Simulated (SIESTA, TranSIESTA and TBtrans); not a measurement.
Junction: Pd chain with one bond stretched by 1.5 Å. Leads: straight Pd chain, spacing 2.5 Å. Geometry: as built, not relaxed. Transport runs along z; the first 6 and the last 6 of the 18 atoms are the lead cells, repeated to infinity.

```xyz
18
Lattice="9.000 0.000 0.000 0.000 9.000 0.000 0.000 0.000 46.500" Properties=species:S:1:pos:R:3 pbc="F F T"
Pd     4.500     4.500     0.000
Pd     4.500     4.500     2.500
Pd     4.500     4.500     5.000
Pd     4.500     4.500     7.500
Pd     4.500     4.500    10.000
Pd     4.500     4.500    12.500
Pd     4.500     4.500    15.000
Pd     4.500     4.500    17.500
Pd     4.500     4.500    20.000
Pd     4.500     4.500    24.000
Pd     4.500     4.500    26.500
Pd     4.500     4.500    29.000
Pd     4.500     4.500    31.500
Pd     4.500     4.500    34.000
Pd     4.500     4.500    36.500
Pd     4.500     4.500    39.000
Pd     4.500     4.500    41.500
Pd     4.500     4.500    44.000
```
Starting moments (μB): atom 7 +0.7, atom 8 +0.7, atom 9 +0.7, atom 10 +0.7, atom 11 +0.7, atom 12 +0.7; lead atoms +0.7 (left) and +0.7 (right).

Run with TranSIESTA and TBtrans (open boundaries, self-consistent; PseudoDojo norm-conserving potentials, scalar-relativistic): Spin polarized, PAO.BasisSize DZP, PAO.EnergyShift 0.15 eV, XC.Authors PBE, Mesh.Cutoff 200 Ry, ElectronicTemperature 300 K, TS.Voltage 0.0 eV, TBT.Elecs.Eta 0.001 eV.

Energies count from the leads' Fermi level. Transmissions are for each spin. The energy step is 0.01 eV; narrower resonances are cut or missed.

```
E (eV)   T up  T down
------  -----  ------
-0.20   0.297   0.298
-0.15   0.286   0.324
-0.10   0.285   0.379
-0.05   0.314   0.441
0.00    0.338   0.505
0.05    0.358   0.564
0.10    0.375   0.611
0.15    0.391   0.636
0.20    0.405   0.637
```

Problem. Give the zero-bias conductance in μS and the resistance at 300 K.

Solution. At the Fermi level the mean of both spins is (0.338 + 0.505)/2 = 0.421. Averaged with −∂f/∂E over the full grid (kT = 25.9 meV) it is 0.420. With G0 = 2e²/h = 77.48 μS, G = 32.5 μS and R = 1/G = 30.8 kΩ.

Problem. Estimate the thermopower by Mott's formula S = −(π²/3)(kB²T/e) d ln T/dE from the rows at -0.05 and 0.05 eV.

Solution. d ln T/dE = 2.00 eV⁻¹ and (π²/3) kB²T/e = 7.33 μV/K · eV, so S = -15 μV/K; the full integral gives -14 μV/K. A negative sign means that T rises with energy over the thermal window.

Problem. The eigenchannels at the Fermi level (both spins) transmit 0.338, 0.419, 0.0414, 0.0414, 0.00318. What Fano factor of the shot noise follows at low temperature and bias?

Solution. F = Σ τ(1 − τ)/Σ τ = 0.550/0.843 = 0.65.

The magnetic order of the leads was set by the start, and no other order was tried; the separate lead runs end at 0.76 (left) and 0.76 (right) μB an atom. The straight chain is held at its spacing; free chains may zigzag or dimerise.
